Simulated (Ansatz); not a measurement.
An Ansatz (a quantum-chemistry and plane-wave program) input (plane-wave PAW DFT at the r2SCAN level (Ansatz, 500 eV), no SOC):

Ansatz 0.2 input:
```yaml
crystal:
  lattice:
    - [4.2061496974, 0, 0]
    - [0, 4.2061496974, 0]
    - [2.1030748487, -2.1030748487, 3.1121751838]
  atoms:
    - { symbol: Ga, position: [0, 0, 0] }
    - { symbol: Sb, position: [0.75, 0.75, 0.5] }
basis: { ecutwfc: 500, ecutrho_ratio: 4, xc_grid: 4, fft_grid_basis: typed }
kpoints: { mp_grid: { grid: [13, 13, 13] } }
hamiltonian:
  xc: r2scan
  dispersion: none
  pseudopotentials: { kind: paw }
scf: { occupations: { method: fermi_dirac, width: 0.05 } }
relax: { f_tol: 0.005, max_steps: 50, cell: { stress_tol: 0.01, fix: [a, b, gamma] } }
output: { forces: true, stress: true }
checkpoint: { write: state.ck, write_every: 1000 }
```

Q: Which symmetry and how many k-points will the program report, and about how many plane waves at Γ?

A: Space group I-4m2 (ITA 119) with 8 operations, k-points 196 of 2197, and 1387 plane waves at Γ.

Q: And the final pressure?

A: 2.06 GPa (compression positive).

The cells carry an imposed strain or load. No phonon test of stability was made. The cell was made from GaSb in the zinc blende structure (space group F-43m, No. 216) by this change: biaxial strain −3.00 %, plane normal [001], relaxed out of plane.
